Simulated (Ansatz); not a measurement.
# A computed series for Ge: pressure series

Base system: Ge in the diamond structure (space group Fd-3m, No. 227; a = 5.6761 Å).

Cell and atoms are relaxed at each pressure.

Computed with PBEsol (Ansatz, a program for electronic structure; PAW; 420 eV plane waves; no spin-orbit coupling), earlier PAW set.

Before the change:

The band gap is zero.

Q: The aim is a band gap between 0.17 eV and 0.24 eV. Which of these changes reaches it?
A) pressure 60 GPa
B) pressure 1.8 GPa
C) pressure 18 GPa

A: C, pressure 18 GPa. It gives 0.21 eV; pressure 1.8 GPa gives 0.13 eV; pressure 60 GPa gives zero. Changes not listed may reach it too

Load acts through the strain it causes; cell and atoms are relaxed under it. Stability against distortions was not tested. Measured, Ge leaves this structure (for the β-tin structure) near 10.6 GPa (room temperature; as listed in arXiv:1906.07825). A zero or small gap of Ge can be the functional's error rather than a property of the material.
